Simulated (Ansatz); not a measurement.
## Effect of biaxial strain −4.85 %, plane normal [001], relaxed out of plane on C

Start from C in the graphite type structure (space group P6_3/mmc, No. 194; a = 2.465 Å, c = 6.729 Å; layered, stacked along the Cartesian z axis). Axes: x lies along a and z along c of the hexagonal cell.

The change: compressive biaxial strain of 4.85 % in the plane normal to [001], as in epitaxy on a mismatched substrate; the out-of-plane cell vector and the atoms relax.

Level of theory: PBE-D3(BJ) (Ansatz, a first-principles code, PAW, without spin-orbit coupling), earlier PAW set. k-mesh 15×15×5 (Γ-centred); smearing 0.05 eV (Fermi–Dirac).

```tsv
quantity	base	changed	shift
volume per atom	8.85 Å³	7.99 Å³	-0.866 Å³
space group	P6_3/mmc (No. 194)	P6_3/mmc (No. 194)	–
shortest interatomic distance	1.423 Å	1.354 Å	-0.069 Å
pressure (mean of the normal stresses, compression positive)	0.0 GPa	53.5 GPa	+53.5 GPa
band gap	zero	zero	–
out-of-plane strain (rough)	–	-0.35 %	–
mean in-plane stress (compression positive) (rough)	–	+80.3 GPa	–
```

A case with no gap was solved on a k-mesh chosen for an insulator, which is coarse for it. Without a gap, meshes like the base's 15×15×5 leave anisotropic stresses uncertain by several tenths of a GPa, and small strain energies with them. Whether these cells are dynamically stable was not tested.
